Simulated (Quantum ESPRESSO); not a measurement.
Worked example: self-consistent single point of a (100) slab of ZrB (cut from a parent of space group no. 225; 8 atoms in the cell) in Quantum ESPRESSO.

Method: PBE, PseudoDojo standard norm-conserving (PBE) pseudopotentials (plane waves; Quantum ESPRESSO 7.5).

The change in words: lattice scaled in the plane by 0.98. Reference geometry:
```
ZrB
1.0
    3.47376     0.00000     0.00000
   -3.47376     3.47376     0.00000
    0.00000     0.00000    23.36900
B Zr
4 4
Cartesian
  0.00000   0.00000  10.45634
  1.73688   1.73688   8.00000
  0.00000   0.00000  15.36900
  1.73688   1.73688  12.91266
  0.00000   0.00000   8.00000
  1.73688   1.73688  10.45634
  0.00000   0.00000  12.91266
  1.73688   1.73688  15.36900
```

Reference input (self-consistent single point, DFT, PBE, plane waves, PseudoDojo standard norm-conserving (PBE) pseudopotentials): ecutwfc = 80 Ry; occupations = smearing; smearing = gaussian; degauss = 0.0147 Ry; mixing_mode = local-TF; potentials = {B: B.upf, Zr: Zr.upf}; K_POINTS = automatic 7 7 1 0 0 0; conv_thr = 1e-11 Ry; mixing_beta = 0.4. This run's input differs from it in these lines:

```diff
@@ -26,4 +26,4 @@
 CELL_PARAMETERS angstrom
-   3.47376100     0.00000000     0.00000000
-  -3.47376100     3.47376100     0.00000000
+   3.40428600     0.00000000     0.00000000
+  -3.40428600     3.40428600     0.00000000
    0.00000000     0.00000000    23.36900000
@@ -31,9 +31,9 @@
 B     0.00000000    0.00000000   19.75962303
-B     3.28222846    3.28222846   15.11781513
+B     3.21658409    3.21658409   15.11781513
 B     0.00000000    0.00000000   29.04319467
-B     3.28222846    3.28222846   24.40138677
+B     3.21658409    3.21658409   24.40138677
 Zr    0.00000000    0.00000000   15.11781513
-Zr    3.28222846    3.28222846   19.75962303
+Zr    3.21658409    3.21658409   19.75962303
 Zr    0.00000000    0.00000000   24.40138677
-Zr    3.28222846    3.28222846   29.04319467
+Zr    3.21658409    3.21658409   29.04319467
 K_POINTS automatic
```

Output (repeated stretches shortened):

```
     Self-consistent Calculation

     iteration #  1     ecut=    80.00 Ry     beta= 0.40

     total energy              =    -428.66452741 Ry
     estimated scf accuracy    <       2.98415785 Ry

     iteration #  2     ecut=    80.00 Ry     beta= 0.40

     total energy              =    -428.38288797 Ry
     estimated scf accuracy    <       1.42668622 Ry

     iteration #  3     ecut=    80.00 Ry     beta= 0.40

     total energy              =    -428.54692140 Ry
     estimated scf accuracy    <       0.17782350 Ry

   [... 21 blocks of this kind left out ...]

     iteration # 25     ecut=    80.00 Ry     beta= 0.40

     total energy              =    -428.52734472 Ry
     estimated scf accuracy    <          1.4E-11 Ry

     iteration # 26     ecut=    80.00 Ry     beta= 0.40
     End of self-consistent calculation

     the Fermi energy is     3.0489 ev

!    total energy              =    -428.52734472 Ry
     estimated scf accuracy    <          3.6E-12 Ry
     smearing contrib. (-TS)   =      -0.00965912 Ry
     internal energy E=F+TS    =    -428.51768560 Ry

     convergence has been achieved in  26 iterations

     Forces acting on atoms (cartesian axes, Ry/au):

     atom    1 type  1   force =     0.00000000    0.00000000   -0.00112315
     atom    2 type  1   force =     0.00000000    0.00000000    0.01302929
     atom    3 type  1   force =     0.00000000   -0.00000000   -0.01302929
     atom    4 type  1   force =     0.00000000    0.00000000    0.00112315
     atom    5 type  2   force =     0.00000000   -0.00000000   -0.00535194
   [... lines left out ...]

     Total force =     0.022285     Total SCF correction =     0.000003

          total   stress  (Ry/bohr**3)                   (kbar)     P=        5.33
   0.00007351  -0.00000000   0.00000000           10.81       -0.00        0.00
  -0.00000000   0.00007351   0.00000000           -0.00       10.81        0.00
   0.00000000   0.00000000  -0.00003833            0.00        0.00       -5.64

   JOB DONE.
```

The run converged in 26 iterations. Against the reference run the free energy goes down by 7.0 meV/atom and the largest force moves little (0.331 to 0.335 eV/Å).

The starting cell comes from a database of computed structures (which also holds hypothetical and non-ambient phases and stackings), without a prior relaxation at this level. The slab is cut from that crystal, and its faces are unrelaxed. For this run, on top of that: lattice scaled in the plane by 0.98. Spin polarisation is off, though cut faces can carry moments; the slab shows no gap.

Cost on one core of a shared machine: roughly 10 min.
